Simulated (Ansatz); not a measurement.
Reference: GaN (P6_3mc), r2SCAN with spin-orbit coupling, rigid bands (plane waves, PAW; Ansatz, a quantum-chemistry and plane-wave program); geometry: cell and atoms relaxed with r2SCAN.

```yaml
crystal:
  lattice:
    - [3.18310, 0.00000, 0.00000]
    - [-1.59155, 2.75664, 0.00000]
    - [0.00000, 0.00000, 5.18358]
  atoms:
    - { symbol: Ga, position: [0.66667, 0.33333, 0.49911] }
    - { symbol: Ga, position: [0.33333, 0.66667, 0.99911] }
    - { symbol: N, position: [0.66667, 0.33333, 0.87589] }
    - { symbol: N, position: [0.33333, 0.66667, 0.37589] }
```

The band gap is 2.35 eV. The electron conductivity mass is 0.193 mₑ and the hole conductivity mass is 1.52 mₑ. The Seebeck coefficient, n-type 1e19 cm⁻³ is -111 μV/K.

Replace Ga by Al on the same sites and relax. What happens?

AlN (P6_3mc): volume per atom 11.4 to 10.4 Å³; band gap rises (2.35 eV to 4.88 eV); electron conductivity mass rises (0.193 mₑ to 0.32 mₑ); hole conductivity mass falls (1.52 mₑ to 1.02 mₑ); Seebeck coefficient, n-type 1e19 cm⁻³ rises in size (-111 μV/K to -160 μV/K).

Moves up to 5 % count as about the same. Masses are for dilute carriers at 300 K, harmonic means over directions unless an axis is named. Seebeck coefficients are for the stated density at 300 K, with one relaxation time for all states and whether or not that doping can be reached.
